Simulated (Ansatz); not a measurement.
The parent structure is BaTiO3 in the cubic perovskite structure (space group Pm-3m, No. 221; a = 4.019 Å).

One thing is altered: an isotropic linear strain of +1.47 %; the atoms relax in the strained cell.

Levels (all Ansatz, a first-principles code, PAW): PBE (420 eV, scalar-relativistic without spin-orbit coupling); PBE+SOC (420 eV, with spin-orbit coupling).

The geometry is relaxed with PBE.

| Item | Value |
|---|---|
| PBE width of the top valence band | 0.92 eV |
| PBE band gap | 1.69 eV |

With PBE+SOC at the same geometry, the width of the top valence band remains 0.92 eV; the band gap shrinks by 0.02 eV, from 1.69 eV to 1.67 eV; the hole mass (degenerate bands, along [100]) is 0.84, 2.3 mₑ (at R).

Single points use the geometry relaxed with PBE. Differences between runs with and without spin-orbit coupling are approximate. Effective masses come from finite differences of ±0.01 Å⁻¹. No phonon test of stability was made. The runs without spin-orbit coupling are not spin-polarised. Many cubic perovskites are stable only at high temperature; tilts and polar distortions were not tested. This is not the structure that BaTiO3 has at room temperature and ambient pressure.
